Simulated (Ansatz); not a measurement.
Base system: LiNbO₃ (space group R3c, No. 161).

```xyz
10
Lattice="2.5687 1.4831 4.6282 -2.5687 1.4831 4.6282 0.0000 -2.9661 4.6282" Properties=species:S:1:pos:R:3 pbc="T T T"
Li     0.0000     0.0000     9.7495
Li     0.0000     0.0000     2.8072
Nb     0.0000     0.0000    13.6650
Nb     0.0000     0.0000     6.7227
O     -0.6526     1.4375     8.1613
O      1.5712    -0.1536     8.1613
O     -0.9186    -1.2839     8.1613
O      0.9975     1.3295     5.8471
O      0.6526    -1.5286     5.8471
O     -1.6501     0.1991     5.8471
```

Cartesian axes are those of the cell as printed.

The values are results of Kohn–Sham DFT with the r2SCAN functional, run in Ansatz (a program for electronic structure) with PAW and 500 eV plane waves, without spin-orbit coupling, not measurements.

It is then changed as follows: biaxial strain +3.71 %, plane normal [001], relaxed out of plane (Cartesian); in-plane vectors clamped, the third vector and the atoms free.

Task: Predict the new out-of-plane strain.

Result: The out-of-plane strain is -1.83 %.

Task: Predict the new energy relative to the base.

Result: The energy rises by 19 meV/atom.

No phonon test of stability was made.
